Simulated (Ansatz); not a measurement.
The reference is MoTe2 in the 2H-MoS2 type structure (space group P6_3/mmc, No. 194; a = 3.497 Å, c = 13.696 Å; layered, stacked along the Cartesian z axis).

The values are results of DFT with PBE-D3(BJ), PAW potentials and a 420 eV plane-wave cutoff in Ansatz (a quantum-chemistry and plane-wave program), no SOC, not measurements.

One change was made to it. Results:

```
quantity                             base       after
-----------------------------  ----------  ----------
shortest interatomic distance    271.6 pm    272.2 pm
density                        8.04 g/cm³  7.84 g/cm³
c/a ratio                           3.917       3.957
```

Name the change that was made.
(A) pressure 22.5 GPa
(B) pressure 9 GPa
(C) pressure −1 GPa
(D) pressure 4.5 GPa
(E) pressure −2 GPa

C, pressure −1 GPa. For comparison, the density in the other runs: pressure 22.5 GPa gives 10.12 g/cm³; pressure −2 GPa gives 7.55 g/cm³; pressure 4.5 GPa gives 8.66 g/cm³; pressure 9 GPa gives 9.11 g/cm³.

The mesh was chosen for an insulator and is coarse for the gapless case. Load acts through the strain it causes; cell and atoms are relaxed under it. No phonon test of stability was made. Competing high-pressure phases were not computed. The final runs are not spin-polarised. The program warned that a D3 coordination switch lies within reach, so dispersion energies are less smooth here.
